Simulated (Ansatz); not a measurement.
An Ansatz (a quantum-chemistry and plane-wave program) input (r2SCAN+rVV10 (Ansatz; PAW; 500 eV plane waves; no spin-orbit coupling), earlier PAW set):

Ansatz 0.2 input:
```yaml
crystal:
  lattice:
    - [3.3921073442, 0, 0]
    - [-1.6960536721, 2.9376511324, 0]
    - [0, 0, 13.5821091481]
  atoms:
    - { symbol: Mo, position: [0.3333333333, 0.6666666667, 0.75] }
    - { symbol: Mo, position: [0.6666666667, 0.3333333333, 0.25] }
    - { symbol: Te, position: [0.3333333333, 0.6666666667, 0.1234726591] }
    - { symbol: Te, position: [0.6666666667, 0.3333333333, 0.6234726591] }
    - { symbol: Te, position: [0.6666666667, 0.3333333333, 0.8765273409] }
    - { symbol: Te, position: [0.3333333333, 0.6666666667, 0.3765273409] }
basis: { ecutwfc: 500, ecutrho_ratio: 4, xc_grid: 4, fft_grid_basis: typed }
kpoints: { mp_grid: { grid: [11, 11, 3] } }
hamiltonian:
  xc: r2scan
  dispersion: rvv10
  pseudopotentials: { azcp: { folder: ./paw }, kind: paw }
scf: { occupations: { method: fermi_dirac, width: 0.05 }, convergence: { dr2_threshold: 0.0000000006 } }
relax: { f_tol: 0.005, max_steps: 50 }
output: { forces: true, stress: true }
checkpoint: { write: state.ck, write_every: 1000 }
```

Problem. Which symmetry and how many k-points will the program report, and about how many plane waves at Γ?

Solution. Space group P63/mmc (ITA 194) with 24 operations, k-points 32 of 363, and 3433 plane waves at Γ.

Problem. And the final pressure?

Solution. 8.19 GPa (compression positive).

The cells carry an imposed strain or load. Whether these cells are dynamically stable was not tested. The cell was made from MoTe2 in the 2H-MoS2 type structure (space group P6_3/mmc, No. 194; layered, stacked along the Cartesian z axis) by this change: isotropic strain −4.23 %.
